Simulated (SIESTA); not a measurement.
SIESTA run on PtAl2 (Fm-3m, 3 atoms in the cell): self-consistent single point.

Method of the run: GGA PBE, numerical atomic orbitals DZP, PseudoDojo PBE standard norm-conserving potentials (rewritten from UPF to PSML) in SIESTA.

The change in words: lattice scaled by 0.98. Reference geometry:
```yaml
crystal:
  lattice:
    - [0.00000, 2.94407, 2.94407]
    - [2.94407, 0.00000, 2.94407]
    - [2.94407, 2.94407, 0.00000]
  atoms:
    - { symbol: Al, position: [0.25000, 0.25000, 0.25000] }
    - { symbol: Al, position: [0.75000, 0.75000, 0.75000] }
    - { symbol: Pt, position: [0.00000, 0.00000, 0.00000] }
```

Reference input (self-consistent single point, DFT, GGA PBE, numerical atomic orbitals DZP, PseudoDojo PBE standard norm-conserving potentials (rewritten from UPF to PSML)): XC.functional = GGA; XC.authors = PBE; potentials = PseudoDojo PBE standard; PAO.BasisSize = DZP; PAO.EnergyShift = 0.005 Ry; MeshCutoff = 300 Ry; kgrid.MonkhorstPack = 8 8 8; OccupationFunction = FD; ElectronicTemperature = 136 meV; MaxSCFIterations = 150; SCF.Mixer.Method = Pulay; SCF.Mixer.Weight = 0.2. This run's input differs from it in these lines:

```diff
@@ -10,7 +10,7 @@
 %endblock ChemicalSpeciesLabel
-LatticeConstant              4.163538 Ang
+LatticeConstant              4.080268 Ang
 %block LatticeVectors
-     0.000000000    0.707106792    0.707106792
-     0.707106792    0.000000000    0.707106792
-     0.707106792    0.707106792    0.000000000
+     0.000000000    0.707106739    0.707106739
+     0.707106739    0.000000000    0.707106739
+     0.707106739    0.707106739    0.000000000
 %endblock LatticeVectors
@@ -18,4 +18,4 @@
 %block AtomicCoordinatesAndAtomicSpecies
-     1.472033000    1.472033000    1.472033000  1
-     4.416099000    4.416099000    4.416099000  1
+     1.442592500    1.442592500    1.442592500  1
+     4.327777500    4.327777500    4.327777500  1
      0.000000000    0.000000000    0.000000000  2
```

Output (repeated stretches shortened):

```
        iscf     Eharris(eV)        E_KS(eV)     FreeEng(eV)     dDmax    Ef(eV) dHmax(eV)
   scf:    1    -3632.559400    -3671.936133    -3672.039366  1.459687 -3.989663 18.495675
   scf:    2    -3685.409043    -3680.933062    -3681.011600  0.265865 -4.665997  3.890040
   scf:    3    -3681.426413    -3681.283205    -3681.358560  0.086258 -4.798205  0.562022
   scf:    4    -3681.252175    -3681.278178    -3681.352764  0.051141 -4.841806  0.667409
   scf:    5    -3681.293159    -3681.290859    -3681.366140  0.013466 -4.814539  0.025348
   scf:    6    -3681.290894    -3681.290877    -3681.366150  0.000534 -4.814813  0.023330
   scf:    7    -3681.290941    -3681.290914    -3681.366166  0.000512 -4.815699  0.001020
   scf:    8    -3681.290916    -3681.290915    -3681.366166  0.000045 -4.815685  0.000412
SCF Convergence by DM+H criterion
max |DM_out - DM_in|         :     0.0000453463
max |H_out - H_in|      (eV) :     0.0004120428
SCF cycle converged after 8 iterations

Using DM_out to compute the final energy and forces

siesta: E_KS(eV) =            -3681.2909

siesta: E_KS - E_eggbox =     -3681.2909

siesta: Atomic forces (eV/Ang):
     1   -0.000128   -0.000128   -0.000128
     2    0.000128    0.000128    0.000128
     3   -0.000000   -0.000000    0.000000
   Tot    0.000000    0.000000    0.000000
   Max    0.000128
   Res    0.000105    sqrt( Sum f_i^2 / 3N )
   Max    0.000128    constrained

Stress tensor Voigt[x,y,z,yz,xz,xy] (kbar):     -152.73     -152.73     -152.73       -0.09       -0.09       -0.09
(Free)E + p*V (eV/cell)    -3676.7871
Target enthalpy (eV/cell)    -3681.3662

   [... lines left out ...]
siesta: FreeEng =     -3681.366166
   [... lines left out ...]
siesta:    -0.095329   -0.000055   -0.000055
siesta:    -0.000055   -0.095329   -0.000055
siesta:    -0.000055   -0.000055   -0.095329

siesta: Cell volume =         48.034248 Ang**3

siesta: Pressure (static):
siesta:                Solid            Molecule  Units
siesta:           0.00103826          0.00103818  Ry/Bohr**3
siesta:           0.09532878          0.09532108  eV/Ang**3
siesta:         152.73354143        152.72120300  kBar
```

The run converged in 8 iterations. Against the reference run the free energy rises by 61.1 meV/atom and the pressure goes from 4.81 to 15.27 GPa.

The starting cell has typed, rounded lattice constants, without a prior relaxation at this level. Its lattice was rescaled by a random factor within 2.5 % of one. For this run, on top of that: lattice scaled by 0.98. Spin polarisation is off. Values carry the incompleteness of an atom-centred basis. With a pressure of about 15 GPa the cell is away from its equilibrium volume at this level.

Cost on one core of a shared machine: roughly 60 s.
